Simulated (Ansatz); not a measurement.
Abridged Ansatz (a first-principles code) output:

```
Pseudopotential: Ba, paw, valence charge 10
Pseudopotential: Ca, paw, valence charge 10
Pseudopotential: Ti, paw, valence charge 12
Pseudopotential: O, paw, valence charge 6
Crystal: 10 atoms, lattice volume = 119.191 Å³
Basis set: ecut = 420 eV, 2355 PW (Γ), exchange–correlation on 54×54×108 points (8 copies of the dense FFT grid, shifted against one another)
Bands: 50, of which v1, the nominal top of the filled ones, is band 40 counted from 1 (39 counted from 0)
Symmetry: 16 space group operations
k-points: 45 of 405
Functional: x = pbesol(κ = 0.804, μ = 0.12345679012345678), c = pbesol(β = 0.046)
SCF iter   1: F=—  HF=-15987.190048 eV  |F-HF|=—  |Δ(HF+E_count)|=         —  Δρ=5.73e-2  dr2=5.41e0  ethr=3.10e-3  ⟨swp⟩=11.0  Hψ=10521  notcnv=0  defer=2
SCF iter   2: F=—  HF=-15986.302706 eV  |F-HF|=—  |Δ(HF+E_count)|=   8.87e-1  Δρ=2.71e-2  dr2=1.56e0  ethr=3.10e-3  ⟨swp⟩=3.0  Hψ=4632  notcnv=0  defer=161
SCF 1 converged in 10 iterations: F = -15986.028626 eV  dr2 = 4.19e-10
SCF converged after 10 iterations
Free energy (F): -15986.028626 eV
Internal energy: -15986.028626 eV  (E = F + TS)
E sigma→0 (E₀):  -15986.028626 eV
Fermi energy:    10.923211 eV
--- Forces (eV/Å), atoms counted from 1 ---
  atom   1  Ba    -0.00000000     0.00000000     0.00000000
  atom   2  Ca     0.00000000     0.00000000     0.00000000
  atom   3  Ti     0.00000000     0.00000000     0.00057640
  atom   4  Ti    -0.00000000     0.00000000    -0.00057640
  atom   5  O      0.00000000     0.00000000    -0.00066214
  atom   6  O     -0.00000000     0.00000000     0.00066214
  atom   7  O     -0.00000000    -0.00000000    -0.00000000
  atom   8  O      0.00000000    -0.00000000    -0.00000000
  atom   9  O     -0.00000000     0.00000000    -0.00066214
  atom  10  O      0.00000000     0.00000000     0.00066214
--- Stress (GPa, compression-positive) ---
       -0.000615       0.000000       0.000000
        0.000000      -0.000615       0.000000
        0.000000       0.000000      -0.006021
  P = ⅓ Tr σ = -0.0024 GPa (-0.024 kbar)
```

Q: What was computed, and what are the main results?

A: BaCaTi2O6, 10 atoms in the cell, with Kohn–Sham DFT with the PBEsol functional, run in Ansatz with PAW and 420 eV plane waves, no spin-orbit coupling, earlier PAW set. The last SCF converged to F = -15986.028626 eV, or -1598.6029 eV per atom, at a pressure of 0.00 GPa. The total energy compares only with runs of the same code, potentials and settings.

Each cell is one ordered arrangement of few atoms, which overstates ordering effects compared with a random alloy. Whether these cells are dynamically stable was not tested. The final runs are not spin-polarised. The cell was made from CaTiO3 by this change: x(Ba) = 0.5, 10 atoms, P4/mmm. Many cubic perovskites are stable only at high temperature; tilts and polar distortions were not tested.
